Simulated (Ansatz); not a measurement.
The starting structures come from a database of crystals and need not be the phases stable at ambient conditions.

By PBEsol, the system below comes out a metal.

Input:

```
CELL_PARAMETERS angstrom
      3.17006     0.00000     0.00000
     -1.58503     2.74536     0.00000
      0.00000     0.00000     3.11863
ATOMIC_POSITIONS crystal
  Mo 0.00000 0.00000 0.00000
  P  0.33333 0.66667 0.50000
```

The cell is strained (all lengths scaled by 0.98); by PBEsol it stands under a pressure of 10.9 GPa.

The current flows along the normal of the first two printed cell vectors, the (001) plane of the conventional cell. No spin-orbit coupling; the value is a mean over 0.1 eV about the Fermi level.

Problem. Predict the ballistic conductance per area from Ansatz (a program for electronic structure) with PBEsol.

Solution. 0.79 × 10¹⁵ S/m² for both spins.
